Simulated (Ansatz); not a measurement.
The parent structure is ZnS in the wurtzite structure (space group P6_3mc, No. 186; a = 3.738 Å, c = 6.143 Å).

All numbers come from LDA in Ansatz (plane waves to 420 eV, PAW, no SOC).

One change was made to it. Results:

The volume per atom shrinks by 3.624 Å³ to 14.96 Å³; the c/a ratio rises by 0.032, from 1.643 to 1.675; the valence-band top at Γ (three highest levels, from the VBM) goes from 0.00, 0.00, -0.10 eV to 0.00, 0.00, -0.29 eV.

Q: What was done to the base?
A) pressure 15 GPa
B) pressure 30 GPa
C) pressure 9 GPa
D) pressure −2 GPa
E) pressure 4.5 GPa

A: B, pressure 30 GPa. For comparison, the valence-band top at Γ in the other runs: pressure 15 GPa gives 0.00, 0.00, -0.18 eV; pressure −2 GPa gives 0.00, 0.00, -0.09 eV; pressure 4.5 GPa gives 0.00, 0.00, -0.12 eV; pressure 9 GPa gives 0.00, 0.00, -0.15 eV.

The levels and masses belong to the bands next to the band gap. Load acts through the strain it causes; cell and atoms are relaxed under it. No phonon test of stability was made. Tetrahedral semiconductors of this kind turn to denser phases somewhere between about 1 and 50 GPa; those were not computed, so compressed cells here can lie past the real transition.

Ansatz is a program for electronic structure.
